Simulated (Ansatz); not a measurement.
## A computed series for ScAl3: response to strain

Start from ScAl$_{3}$ in the Cu3Au type structure (space group Pm-3m, No. 221; a = 4.072 Å; relaxed with 0.1 eV smearing). Axes: x, y, z lie along the cube axes.

Strains are applied to the cell and any free atomic positions relax.

Method: PBEsol, PAW, 420 eV (Ansatz, a program for electronic structure; no spin-orbit coupling).

Notes on the quantities. energy relative to the base: free energy F; pressure: mean of the normal stresses, compression positive.

```json
[
 {"change": "base", "energy relative to the base": "0 meV/atom", "pressure": "0.0 GPa", "shortest interatomic distance": "2.880 Å"},
 {"change": "tensor shear ε_xy = +1.33 %", "energy relative to the base": "+2.9 meV/atom", "pressure": "0.1 GPa", "shortest interatomic distance": "2.841 Å"},
 {"change": "tensor shear ε_xy = +2.00 %", "energy relative to the base": "+6.5 meV/atom", "pressure": "0.2 GPa", "shortest interatomic distance": "2.822 Å"},
 {"change": "tensor shear ε_xy = +0.33 %", "energy relative to the base": "+0.2 meV/atom", "pressure": "0.0 GPa", "shortest interatomic distance": "2.870 Å"},
 {"change": "tensor shear ε_xy = +1.00 %", "energy relative to the base": "+1.6 meV/atom", "pressure": "0.1 GPa", "shortest interatomic distance": "2.851 Å"},
 {"change": "tensor shear ε_xy = +1.67 %", "energy relative to the base": "+4.5 meV/atom", "pressure": "0.1 GPa", "shortest interatomic distance": "2.832 Å"},
 {"change": "tensor shear ε_xy = +0.67 %", "energy relative to the base": "+0.7 meV/atom", "pressure": "0.0 GPa", "shortest interatomic distance": "2.860 Å"}
]
```

No phonon test of stability was made. All final runs are without spin polarisation.
